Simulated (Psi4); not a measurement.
Psi4 1.11, M06-2X/def2-svp: C[Si@@H](O)[C@H](O)[SiH3], 16 atoms. The geometry is a generated start, not checked to be a minimum at this level.

```json
{
 "task": "gradient",
 "method": "m06-2x",
 "basis": "def2-svp",
 "memory": "7 GB",
 "scf_type": "df (default)",
 "guess": "auto, which took SAD (default)",
 "diis_max_vecs": "10 (default)",
 "scf_initial_accelerator": "adiis (default)",
 "e_convergence": "1e-08 (default)",
 "d_convergence": "1e-08 (default)",
 "basis functions (reference run)": "142",
 "grid points (reference run)": "2874865"
}
```

```xyz
16

C      1.9099    -0.0129     0.6385
Si     0.6788     0.6732    -0.5698
O      0.8938     0.0841    -2.1123
C     -1.1245     0.5689     0.0525
O     -1.4190     1.3345     1.2421
Si    -1.4863    -1.2793     0.1538
H      2.9303     0.2437     0.3373
H      1.7458     0.3950     1.6405
H      1.8500    -1.1033     0.7034
H      0.9512     2.1283    -0.6603
H      0.8712    -0.8791    -2.2361
H     -1.7624     0.9821    -0.7371
H     -1.2722     2.2749     1.0300
H     -0.6828    -1.9327     1.2213
H     -2.9274    -1.5197     0.4270
H     -1.1564    -1.9578    -1.1308
```

Differences are taken against the run with dft_radial_points = 200, dft_spherical_points = 974, dft_pruning_scheme = none (default); no run here is proven converged. One run each, on a shared machine, so no times are given.

Settings tried, all else as in the reference:
- dft_radial_points = 99, dft_spherical_points = 590, dft_pruning_scheme = treutler
- dft_radial_points = 75 (default), dft_spherical_points = 302 (default)
- dft_radial_points = 99, dft_spherical_points = 590, dft_pruning_scheme = robust
- dft_radial_points = 99, dft_spherical_points = 590
- dft_radial_points = 75 (default), dft_spherical_points = 302 (default), dft_pruning_scheme = treutler
- dft_radial_points = 25, dft_spherical_points = 50
- dft_radial_points = 150, dft_spherical_points = 770
- dft_radial_points = 75 (default), dft_spherical_points = 302 (default), dft_pruning_scheme = robust
- dft_radial_points = 35, dft_spherical_points = 110
- dft_radial_points = 50, dft_spherical_points = 194
- dft_radial_points = 75 (default), dft_spherical_points = 434

Task: Sort the settings: which keep to the reference within 10 meV/atom in energy, 100 meV/Å in forces (largest component), and which don't?

Result: Within it: dft_radial_points = 150, dft_spherical_points = 770; dft_radial_points = 99, dft_spherical_points = 590, dft_pruning_scheme = robust; dft_radial_points = 99, dft_spherical_points = 590; dft_radial_points = 75 (default), dft_spherical_points = 434; dft_radial_points = 75 (default), dft_spherical_points = 302 (default); dft_radial_points = 75 (default), dft_spherical_points = 302 (default), dft_pruning_scheme = robust; dft_radial_points = 50, dft_spherical_points = 194; dft_radial_points = 75 (default), dft_spherical_points = 302 (default), dft_pruning_scheme = treutler; dft_radial_points = 99, dft_spherical_points = 590, dft_pruning_scheme = treutler. Outside: dft_radial_points = 35, dft_spherical_points = 110; dft_radial_points = 25, dft_spherical_points = 50.

| setting | grid points | energy against the reference | difference in forces (largest component) |
|---|---|---|---|
| the reference | 2874865 | — | — |
| dft_radial_points = 150, dft_spherical_points = 770 | 1715148 | under 0.001 meV/atom | 1.2 meV/Å |
| dft_radial_points = 99, dft_spherical_points = 590, dft_pruning_scheme = robust | 606895 | +0.0031 meV/atom | 6.5 meV/Å |
| dft_radial_points = 99, dft_spherical_points = 590 | 870923 | +0.0036 meV/atom | 6.5 meV/Å |
| dft_radial_points = 75 (default), dft_spherical_points = 434 | 487955 | +0.12 meV/atom | 12 meV/Å |
| dft_radial_points = 75 (default), dft_spherical_points = 302 (default) | 339645 | +0.058 meV/atom | 14 meV/Å |
| dft_radial_points = 75 (default), dft_spherical_points = 302 (default), dft_pruning_scheme = robust | 231897 | +0.029 meV/atom | 15 meV/Å |
| dft_radial_points = 50, dft_spherical_points = 194 | 147972 | +0.75 meV/atom | 26 meV/Å |
| dft_radial_points = 75 (default), dft_spherical_points = 302 (default), dft_pruning_scheme = treutler | 185433 | +0.027 meV/atom | 41 meV/Å |
| dft_radial_points = 99, dft_spherical_points = 590, dft_pruning_scheme = treutler | 449839 | −0.011 meV/atom | 42 meV/Å |
| dft_radial_points = 35, dft_spherical_points = 110 | 58972 | +45 meV/atom | 420 meV/Å |
| dft_radial_points = 25, dft_spherical_points = 50 | 19228 | −290 meV/atom | 1500 meV/Å |

Total energies are compared; such shifts often cancel in part in energy differences. The gradients leave out the derivatives of the grid weights. The tolerance is a choice made for this comparison.
